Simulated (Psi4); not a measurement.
Psi4 1.11, unrestricted B3LYP/def2-svpd: [OH][Ge]([OH])[OH], charge 0, multiplicity 2, 7 atoms. The geometry is a generated start, not checked to be a minimum at this level.

```json
{
 "task": "energy",
 "method": "b3lyp",
 "basis": "def2-svpd",
 "memory": "3 GB",
 "maxiter": "100",
 "keys_of_the_molecule_block": "symmetry c1",
 "scf_type": "df (default)",
 "e_convergence": "1e-06 (default)",
 "d_convergence": "1e-06 (default)",
 "dft_radial_points": "75 (default)",
 "dft_spherical_points": "302 (default)",
 "basis_functions": "131",
 "grid_points": "153050"
}
```

```xyz
7

O     -1.2701    -1.0227    -0.6835
Ge    -0.2402    -0.2446     0.5365
O     -0.3791     1.4835     0.0555
O      1.4507    -0.7239     0.0970
H     -1.9100    -0.4263    -1.0682
H      0.3406     2.0604     0.3016
H      2.0081    -1.1264     0.7611
```

Charge 0 and multiplicity 2 are set for this test and not shown to be the ground state.

With the defaults (diis = true, scf_initial_accelerator = adiis, damping_percentage = 0, soscf = false, soscf_start_convergence = 0.01, diis_max_vecs = 10, diis_start = 1, guess = auto, which took SAD) it converges in 11 SCF iterations. One run each on 2 threads, with these changes:
- guess = sap
- damping_percentage = 20
- diis_max_vecs = 20
- soscf = true, soscf_start_convergence = 0.001
- scf_initial_accelerator = none
- diis_start = 4
- guess = sadno
- guess = core
- diis = false, scf_initial_accelerator = none, damping_percentage = 60

Problem. Which runs fail or end elsewhere than the default run?

Solution. No convergence: diis = false, scf_initial_accelerator = none, damping_percentage = 60 (the run ends without SCF convergence in 100 iterations). The rest reach the solution of the defaults.

| setting | SCF iterations | JK calls | end |
|---|---|---|---|
| soscf = true, soscf_start_convergence = 0.001 | 8 | 19 | same solution |
| the defaults | 11 | 12 | same solution |
| diis_max_vecs = 20 | 11 | 12 | same solution |
| guess = sadno | 11 | 11 | same solution |
| guess = sap | 11 | 11 | same solution |
| scf_initial_accelerator = none | 11 | 12 | same solution |
| diis_start = 4 | 15 | 16 | same solution |
| guess = core | 16 | 16 | same solution |
| damping_percentage = 20 | 22 | 23 | same solution |
| diis = false, scf_initial_accelerator = none, damping_percentage = 60 | 100 | 101 | no convergence |

An SOSCF iteration holds several JK calls; a Hückel guess adds calls on atoms.
